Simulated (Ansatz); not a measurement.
The parent structure is ZnO in the wurtzite structure (space group P6_3mc, No. 186; a = 3.2308 Å, c = 5.2158 Å). Axes: x lies along a and z along c of the hexagonal cell.

Perturbation: tensile biaxial strain of 4.44 % in the plane normal to [001], as in epitaxy on a mismatched substrate; the out-of-plane cell vector and the atoms relax.

Levels (all Ansatz, a program for electronic structure, PAW, earlier PAW set): PBEsol (420 eV, no spin-orbit coupling); r2SCAN (500 eV, spin-orbit coupling left out).

The geometry is relaxed with PBEsol.

- PBEsol electron mass: 0.14 mₑ out of plane, 0.12 mₑ in plane (at Γ)
- PBEsol band gap: 0.73 eV
- PBEsol width of the top valence band: 1.73 eV

Problem. What does r2SCAN give at this geometry for the electron mass, band gap and width of the top valence band?

Solution. The electron mass changes from 0.14 mₑ out of plane, 0.12 mₑ in plane (at Γ) to 0.20 mₑ out of plane, 0.18 mₑ in plane (at Γ); the band gap grows by 0.53 eV to 1.26 eV; the width of the top valence band stays essentially unchanged (1.73 eV against 1.74 eV).

Single points use the geometry relaxed with PBEsol. Effective masses come from finite differences of ±0.01 Å⁻¹. Stability against distortions was not tested.
